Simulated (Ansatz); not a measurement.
Cu: response to strain

The parent structure is Cu in the fcc (Cu type) structure (space group Fm-3m, No. 225; relaxed with 0.1 eV smearing).

```yaml
crystal:
  lattice:
    - [0.00000, 1.75918, 1.75918]
    - [1.75918, 0.00000, 1.75918]
    - [1.75918, 1.75918, 0.00000]
  atoms:
    - { symbol: Cu, position: [0.00000, 0.00000, 0.00000] }
```

Cartesian axes are those of the cell as printed.

Strains are applied to the cell and any free atomic positions relax; under biaxial strain the out-of-plane vector relaxes too.

Level of theory: Kohn–Sham DFT with the LDA functional, run in Ansatz (a first-principles code) with PAW and 420 eV plane waves, without spin-orbit coupling.

Candidates:
(a) biaxial strain +1.00 %, plane normal [001], relaxed out of plane
(b) biaxial strain −3.00 %, plane normal [001], relaxed out of plane
(c) biaxial strain +3.00 %, plane normal [001], relaxed out of plane
(d) biaxial strain +1.50 %, plane normal [001], relaxed out of plane
(e) biaxial strain −0.50 %, plane normal [001], relaxed out of plane

Notes on the quantities. energy relative to the base: free energy F.

Problem. Order them by energy relative to the base, highest first.

Solution. (b) biaxial strain −3.00 %, plane normal [001], relaxed out of plane (+12 meV/atom), (c) biaxial strain +3.00 %, plane normal [001], relaxed out of plane (+7.8 meV/atom), (d) biaxial strain +1.50 %, plane normal [001], relaxed out of plane (+2.2 meV/atom), (a) biaxial strain +1.00 %, plane normal [001], relaxed out of plane (+1.0 meV/atom), (e) biaxial strain −0.50 %, plane normal [001], relaxed out of plane (+0.3 meV/atom)

Whether these cells are dynamically stable was not tested. All final runs are without spin polarisation.
